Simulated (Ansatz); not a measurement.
Worked calculations on one periodic cell of amorphous Zr₂₀O₄₁Na₂: Zr20O41Na2, 63 atoms, volume 813.3 Å³, made by a melt-quench on the CHGNet potential and relaxed with DFT. O atoms were pushed apart under 1.9 Å during the dynamics, to hinder bonds among them. It is a model cell: composition and starting density were chosen by hand, and all elements were melted together. Cycles of charging were run to anneal it. Computed with PBE, scalar-relativistic without spin-orbit coupling (plane waves to 420 eV, PAW; Ansatz, a program for electronic structure). Sampling: a 2×2×2 Γ-centred mesh; Fermi-Dirac width 0.02 eV; no spin polarisation. Its volume was held where the quench left it, its shape was free, and it stands at a mean pressure of 2.7 GPa with stress components up to 2.8 GPa; the relaxation ran on the zone centre alone. Its density went from a set 5.16 to 5.16 g/cm³. The cell is small and was quenched far faster than a real film, so it is one sample of the glass.

Four energies for an added electron at PBE on the zone centre alone (charged cells in a uniform background, spin-polarised): neutral at the neutral geometry -110013.010 eV; charged at the neutral geometry -110000.550 eV; charged and relaxed -110000.804 eV; neutral at the charged geometry -110012.399 eV.

Q: Find the two relaxation energies and their sum, the reorganisation energy.

A: On charging: -110000.550 − (-110000.804) = 0.254 eV. On discharging: -110012.399 − (-110013.010) = 0.611 eV. The sum is 0.865 eV. The carrier's level spreads over 9 of the 63 atoms' worth, so it counts as partly localised, most on one Zr atom with neighbours O 2.01 Å, O 2.08 Å, O 2.16 Å, O 2.17 Å, O 2.24 Å, O 2.28 Å, O 2.35 Å (neutral geometry). The values are uncorrected: the image energy of a point charge in this cell, 2.84 × 14.40 / (2 × 9.3) = 2.2 eV before screening, is screened by electrons alone at the fixed geometry and by ions too after relaxing, and the carrier can be spread before it relaxes, so each term can be off by up to that value times 1/ε∞, some tenths of an eV. PBE's self-interaction favours spread-out carriers, so a hybrid can localise more.

Four energies for a hole at PBE on the zone centre alone (charged cells in a uniform background, spin-polarised): neutral at the neutral geometry -110013.010 eV; charged at the neutral geometry -110021.841 eV; charged and relaxed -110022.340 eV; neutral at the charged geometry -110012.092 eV.

Q: Find the two relaxation energies and their sum, the reorganisation energy.

A: On charging: -110021.841 − (-110022.340) = 0.499 eV. On discharging: -110012.092 − (-110013.010) = 0.918 eV. The sum is 1.417 eV. The carrier's level spreads over 3 of the 63 atoms' worth, so it counts as localised, most on one O atom with neighbours Zr 1.94 Å, Zr 2.09 Å (neutral geometry). The values are uncorrected: the image energy of a point charge in this cell, 2.84 × 14.40 / (2 × 9.3) = 2.2 eV before screening, is screened by electrons alone at the fixed geometry and by ions too after relaxing, and the carrier can be spread before it relaxes, so each term can be off by up to that value times 1/ε∞, some tenths of an eV. PBE's self-interaction favours spread-out carriers, so a hybrid can localise more.
